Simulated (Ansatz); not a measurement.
WSi2: transverse stress against strain

WSi2 (MoSi2 type, I4/mmm, 13.144 Å³/atom and stress up to 0.01 GPa in the relaxed cell, c along z) under a strain ε along a (axis x), the other axes held. LDA in Ansatz, a plane-wave DFT program (PAW, default set), 420 eV, 25×25×25 Γ-centred mesh, Fermi-Dirac smearing 0.10 eV; ions are relaxed, or left where forces stay under 0.02 eV/Å, within the symmetry of each cell. Stress is positive for a compressed cell.

Here s stands for strain and y for stress zz.

```csv
strain (%),stress zz (GPa)
-3.00,?
-1.50,1.65
-1.00,1.07
-0.50,0.53
0.00,-0.01
0.50,-0.53
1.00,-1.02
1.50,-1.50
```

Question: Fit y against s with a straight line, and predict the withheld value at s = -3.00.

Answer: Means: s 0, y 0.027. About the means, the sum of products is -7.3450 and the sum of squares of s is 7.0000; the slope is their ratio. Least squares gives y = 0.027 - 1.0493·s. Residuals (row less fit): 0.049, -0.006, -0.022, -0.037, -0.032, 0.002, 0.047; standard error 0.039 (degrees of freedom: 5). The slope gives the elastic constant C13 = about 100 GPa. At the withheld row, y = 0.027 - 1.0493 × (-3.0) = 3.175 GPa. The calculation gives 3.51 GPa, 0.335 GPa above the prediction (6.7 % of the range of y in the table). The row lies outside the fitted rows, so this is an extrapolation. From the scatter of the fitted rows alone, a prediction at this place has a standard error of 0.061 GPa, so the miss is 5.5 times that.

A polynomial of degree 2 through the 12 other runs of the series gives 3.48 there, so most of the miss is curvature that the fit leaves out. In a metal these values are sensitive to mesh and smearing; energies are taken to zero smearing, stresses follow the free energy. Spin-orbit coupling is left out, which can shift these values for the heavy elements here. Rows are the converged runs of the series near zero and its far end; series whose fitted rows scatter by over a few per cent of the range, as at a crossing or softening among them, aren't shown in this form, nor equations of state whose B0' disagrees with the runs' pressures. Most that stay on the fit to the last digits aren't either.
